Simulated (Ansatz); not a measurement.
For TaAs (I4₁md, No. 109, 4 atoms in the cell; start mp-1936), LDA (Ansatz, a quantum-chemistry and plane-wave program, plane waves, PAW) gives:

* **lattice parameter a**: 3.405 Å
* **c axis length**: 11.510 Å

Problem. What does PBE (Ansatz, plane waves, PAW) give for the same quantities?

Solution. 
- lattice constant a: 3.463 Å (goes up by 1.7 %)
- lattice parameter c: 11.736 Å (grows by 2.0 %)

Changes are worked out from the printed values.

Unless a cell is named, each level is at its own relaxed cell (LDA 16.68, PBE 17.59 Å³/atom).

Levels without +SOC leave out spin–orbit coupling, which shifts energies and cells of such heavy elements.

Caveats: the relaxation could not lower the start's symmetry, so the cell can be a saddle point above a distorted one (LDA, PBE). Ansatz's density-functional and Hartree–Fock values are scalar-relativistic unless marked +SOC, with PAW data made under PBE.

A start named mp-… is a Materials Project structure, which need not be a measured phase.
